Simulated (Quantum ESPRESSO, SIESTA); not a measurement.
A Quantum ESPRESSO input for a self-consistent single point of Co (P6_3/mmc, 2 atoms in the cell) (DFT, PBE, plane waves, PSlibrary PAW (PBE) pseudopotentials):

```fortran
&control
    calculation = 'scf'
    prefix = 'co'
    outdir = './work'
    pseudo_dir = './'
    tprnfor = .true.
    tstress = .true.
/
&system
    ibrav = 0
    nat = 2
    ntyp = 1
    ecutwfc = 50
    ecutrho = 300
    occupations = 'smearing'
    smearing = 'fermi-dirac'
    degauss = 0.0099958
    nspin = 2
    starting_magnetization(1) = 0.222
/
&electrons
    conv_thr = 1.0d-10
    mixing_beta = 0.3
/
ATOMIC_SPECIES
Co    58.9332  Co.pbe-n-kjpaw_psl.1.0.0.UPF
CELL_PARAMETERS bohr
   2.32417400    -4.02558746     0.00000000
   2.32417400     4.02558746     0.00000000
   0.00000000     0.00000000     7.53736162
ATOMIC_POSITIONS angstrom
Co    1.22989992    0.71008305    0.99715000
Co    1.22989992   -0.71008305    2.99145000
K_POINTS automatic
13 13 7  0 0 0
```

Give the SIESTA input for the same structure, mesh, smearing and functional.

One input that does it (others would too):

```
# files in the folder: Co.psml (PseudoDojo PBE standard)
SystemName  Co
SystemLabel Co

NumberOfAtoms                2
NumberOfSpecies              1
%block ChemicalSpeciesLabel
  1 27 Co
%endblock ChemicalSpeciesLabel
LatticeConstant              1.0 Ang
%block LatticeVectors
     1.229900000   -2.130249000    0.000000000
     1.229900000    2.130249000    0.000000000
     0.000000000    0.000000000    3.988600000
%endblock LatticeVectors
AtomicCoordinatesFormat      Ang
%block AtomicCoordinatesAndAtomicSpecies
     1.229900000    0.710083014    0.997150000  1
     1.229900000   -0.710083014    2.991450000  1
%endblock AtomicCoordinatesAndAtomicSpecies

XC.functional                GGA
XC.authors                   PBE
PAO.BasisSize                DZP
PAO.EnergyShift              0.01 Ry
MeshCutoff                   400 Ry
%block kgrid.MonkhorstPack
   13   0   0  0.0
    0  13   0  0.0
    0   0   7  0.0
%endblock kgrid.MonkhorstPack
OccupationFunction           FD
ElectronicTemperature        0.136 eV
Spin                         polarized
%block DM.InitSpin
  1 +2.00
  2 +2.00
%endblock DM.InitSpin

MaxSCFIterations             150
SCF.Mixer.Method             Broyden
SCF.Mixer.Weight             0.1
SCF.Mixer.History            8
SCF.DM.Tolerance             1.0E-05
Diag.ParallelOverK           true
WriteForces                  true
Charge.Mulliken              end
```

Basis, cutoffs, solver keys and any potentials are the target program's own. This input uses DFT, GGA PBE, numerical atomic orbitals DZP, PseudoDojo PBE standard norm-conserving potentials (rewritten from UPF to PSML). Both were run: pressure 8.13 GPa in Quantum ESPRESSO and -0.96 in SIESTA; size of the net moment 1.56 μB/atom in Quantum ESPRESSO and 1.58 in SIESTA.

On SIESTA: the starting cell has typed, rounded lattice constants, without a prior relaxation at this level. For this run, on top of that: lattice scaled by 0.98. The magnetic order is the one reached from the typed start; others were not searched systematically. Values carry the incompleteness of an atom-centred basis.

On Quantum ESPRESSO: the starting cell has typed, rounded lattice constants, without a prior relaxation at this level. For this run, on top of that: lattice scaled by 0.98. The magnetic order is the one reached from the typed start; others were not searched systematically. With a pressure of about 8 GPa the cell is away from its equilibrium volume at this level.
